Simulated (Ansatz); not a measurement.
Base system: KF in the rock salt structure (space group Fm-3m, No. 225).

```yaml
crystal:
  lattice:
    - [0.00000, 2.65339, 2.65339]
    - [2.65339, 0.00000, 2.65339]
    - [2.65339, 2.65339, 0.00000]
  atoms:
    - { symbol: K, position: [0.00000, 0.00000, 0.00000] }
    - { symbol: F, position: [0.50000, 0.50000, 0.50000] }
```

Cartesian axes are those of the cell as printed.

Method: plane-wave PAW DFT at the PBEsol level (Ansatz, a quantum-chemistry and plane-wave program, 420 eV), no spin-orbit coupling.

Before the change:

- Band gap = 6.15 eV

One thing is altered: tensile biaxial strain of 0.42 % in the plane normal to [111], as in epitaxy on a mismatched substrate; the out-of-plane cell vector and the atoms relax.

Task: Predict the new band gap.

Result: The band gap shrinks by 0.03 eV, from 6.15 eV to 6.12 eV.

Task: How does this affect the out-of-plane strain?

Result: The out-of-plane strain amounts to -0.41 %.

Whether these cells are dynamically stable was not tested.
